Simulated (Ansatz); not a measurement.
Base system: PbSe in the rock salt structure (space group Fm-3m, No. 225).

```xyz
2
Lattice="0.0000 3.1089 3.1089 3.1089 0.0000 3.1089 3.1089 3.1089 0.0000" Properties=species:S:1:pos:R:3 pbc="T T T"
Se     0.0000     0.0000     0.0000
Pb     3.1089     3.1089     3.1089
```

Cartesian axes are those of the cell as printed.

Method: Kohn–Sham DFT with the PBE functional, run in Ansatz (a first-principles code) with PAW and 420 eV plane waves, no spin-orbit coupling.

Perturbation: an isotropic linear strain of +0.57 %, atoms relaxed at fixed cell.

Q: Predict the stress tensor and what it implies for the stiffness.

A: Stress of the strained cell less that of the base (GPa, compression positive):
```
  -0.76    0.00    0.00
   0.00   -0.76    0.00
   0.00    0.00   -0.76
```

Then B = −ΔP/(ΔV/V₀) with ΔV/V₀ = 0.0172 gives secant stiffness values (nonlinear terms included at this strain): B ≈ 44 GPa.

No phonon test of stability was made.
